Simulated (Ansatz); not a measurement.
Rh: uniaxial strain ε_zz = +1.00 %

Base system: Rh in the fcc (Cu type) structure (space group Fm-3m, No. 225; a = 3.7551 Å; relaxed with 0.1 eV smearing). Axes: x, y, z lie along the cube axes.

One thing is altered: the cell is stretched by 1.00 % along z with no lateral relaxation, atoms relaxed at fixed cell.

The values are results of Ansatz (a quantum-chemistry and plane-wave program) LDA, no spin-orbit coupling, not measurements. k-mesh 30×30×30 (Γ-centred); smearing 0.1 eV (Fermi–Dirac).

| quantity | base | changed | shift |
|---|---|---|---|
| volume per atom | 13.24 Å³ | 13.37 Å³ | +0.13 Å³ |
| space group | Fm-3m (No. 225) | I4/mmm (No. 139) | – |
| energy relative to the base (free energy F) | 0 meV/atom | +2.0 meV/atom | +2.0 meV/atom |
| pressure (mean of the normal stresses, compression positive) | 0.0 GPa | -3.0 GPa | -3.0 GPa |
| band gap | zero | zero | – |
| stress (xx, yy, zz, yz, xz, xy; compression positive) | – | (-2.2, -2.2, -4.8, 0.0, 0.0, 0.0) GPa | – |

Final structure:

```
CELL_PARAMETERS angstrom
      0.00000     1.87756     1.89634
      1.87756     0.00000     1.89634
      1.87756     1.87756     0.00000
ATOMIC_POSITIONS crystal
  Rh 0.00000 0.00000 0.00000
```

Cost of the whole job for the changed cell (relaxation, final SCF and bands): about 40 core-seconds (a rough figure).

No phonon test of stability was made. All final runs are without spin polarisation.
